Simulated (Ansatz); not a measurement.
The cell is made up: elements placed on another compound's structure type, so the phase may be hypothetical.

By PBEsol, the system below comes out a metal.

Input:

```yaml
crystal:
  lattice:
    - [4.12625, 0.00000, 0.00000]
    - [0.00000, 7.08188, 0.00000]
    - [2.06312, -3.54094, 3.54094]
  atoms:
    - { symbol: Be, position: [0.50000, 0.78798, 0.00000] }
    - { symbol: Be, position: [0.50000, 0.21202, 0.00000] }
    - { symbol: Be, position: [0.28798, 0.21202, 0.42404] }
    - { symbol: Be, position: [0.71202, 0.78798, 0.57596] }
    - { symbol: Be, position: [0.35150, 0.64850, 0.29700] }
    - { symbol: Be, position: [0.64850, 0.35150, 0.70300] }
    - { symbol: Be, position: [0.00000, 0.64850, 0.00000] }
    - { symbol: Be, position: [0.00000, 0.35150, 0.00000] }
    - { symbol: Be, position: [0.50000, 0.00000, 0.50000] }
    - { symbol: Be, position: [0.50000, 0.50000, 0.50000] }
    - { symbol: Be, position: [0.00000, 0.00000, 0.50000] }
    - { symbol: Be, position: [0.00000, 0.50000, 0.50000] }
    - { symbol: Mo, position: [0.00000, 0.00000, 0.00000] }
```

Space group of this cell: I4/mmm. The cell was relaxed by PBE-D3(BJ); by PBEsol its mean pressure is 6.4 GPa.

The current flows along the normal of the first two printed cell vectors. No spin-orbit coupling; the value is a mean over 0.1 eV about the Fermi level.

Q: Predict the ballistic conductance per area from PBEsol in Ansatz (an electronic-structure program).

A: 0.31 × 10¹⁵ S/m² for both spins.
